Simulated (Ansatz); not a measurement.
**Si: uniaxial strain ε_yy = −5.15 %**

Take Si (space group Ia-3, No. 206; a = 6.6016 Å) as the base. Axes: x, y, z lie along the cube axes.

One thing is altered: uniaxial strain ε_yy = −5.15 %, all other strain components held at zero; the atoms relax in the strained cell.

Calculations: PBEsol (Ansatz, a program for electronic structure), no spin-orbit coupling. Settings: 10×10×10 k-points, 0.05 eV Fermi–Dirac smearing.

The space group changes from Ia-3 (No. 206) to Ibca (No. 73) and the shortest interatomic distance decreases by 2.2 pm (234.0 pm → 231.8 pm). The energy grows by 26 meV/atom and the band gap remains zero. The largest internal atomic displacement is 0.025 Å and the stress (xx, yy, zz, yz, xz, xy; compression positive) amounts to (3.2, 9.1, 3.2, 0.0, 0.0, 0.0) GPa (rough).

Without a gap, meshes like the base's 10×10×10 leave anisotropic stresses uncertain by several tenths of a GPa, and small strain energies with them. Whether these cells are dynamically stable was not tested. This is not the structure that Si has at room temperature and ambient pressure. The zero or small gap of Si can change with the level of theory.
